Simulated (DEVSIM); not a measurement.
## illuminated GaAs p-on-n cell, one wavelength

Device: illuminated GaAs p-on-n cell, one wavelength, at 300 K.

| layer (left to right) | material | thickness (μm) | Nd (cm⁻³) | Na (cm⁻³) | τn (s) | τp (s) | absorption coefficient (cm⁻¹) |
|---|---|---|---|---|---|---|---|
| 1 | GaAs | 0.210 | - | 9e17 | 4.1e-11 | 1.6e-10 | 13000 |
| 2 | GaAs | 1.60 | 1.5e15 | - | 1.1e-9 | 1.1e-9 | 13000 |

Left contact: ohmic, minority electron recombination velocity 2e6 cm/s. Right contact: ohmic, minority hole recombination velocity 1e5 cm/s. Voltage is applied to the left contact. Recombination: SRH at mid-gap, radiative. Light enters at the left, 1.8e17 photons cm⁻² s⁻¹, one pass, no reflection. Mobility is constant in doping.

This is a model device: material constants are rounded textbook-type values typed into the input, and sizes, dopings and lifetimes were drawn at random. Values at 300 K.

| parameter | GaAs |
|---|---|
| gap (eV) | 1.424 |
| affinity (eV) | 4.07 |
| permittivity | 12.9 |
| Nc (cm⁻³) | 4.7e17 |
| Nv (cm⁻³) | 9e18 |
| μn (cm²/Vs) | 8500 |
| μp (cm²/Vs) | 400 |
| B (cm³/s) | 2e-10 |

Model (solved in DEVSIM): 1D drift-diffusion, Boltzmann statistics, complete ionisation; no tunnelling, impact ionisation, image-force lowering or self-heating.

The potential step across the device at zero bias is 1.216 V and the largest field in the device at zero bias is 52000 V/cm. The dark forward voltage at 1 A/cm² is 0.957 V, the dark forward voltage at 100 A/cm² comes out as 1.120 V and the short-circuit current is 24.6 mA/cm². The open-circuit voltage comes out as 0.823 V, the fill factor comes out as 0.75 and the largest power is 15.2 mW/cm². The share of generated pairs collected at short circuit comes out as 0.944.

Current under light (generator sign):

```tsv
V (V)	J (mA/cm²)
0.00	24.6
0.12	24.5
0.26	24.3
0.40	24.0
0.54	23.6
0.68	22.3
0.70	21.8
0.72	21.0
0.74	19.7
0.76	17.8
0.78	14.7
0.80	9.76
0.82	1.54
0.84	-12.4
```

Dark forward current:

(V (V), J (A/cm²)): (0.05, 1.7e-9); (0.10, 6.0e-9); (0.15, 1.8e-8); (0.20, 4.9e-8); (0.25, 1.3e-7); (0.30, 3.6e-7); (0.35, 1.0e-6); (0.40, 2.7e-6); (0.45, 7.5e-6); (0.50, 2.1e-5); (0.55, 5.8e-5); (0.60, 0.00016); (0.65, 0.00046); (0.70, 0.0013); (0.75, 0.0040); (0.80, 0.013); (0.85, 0.045); (0.90, 0.18); (0.95, 0.80); (1.00, 3.8); (1.05, 16); (1.10, 61); (1.15, 210); (1.20, 760); (1.25, 2700)
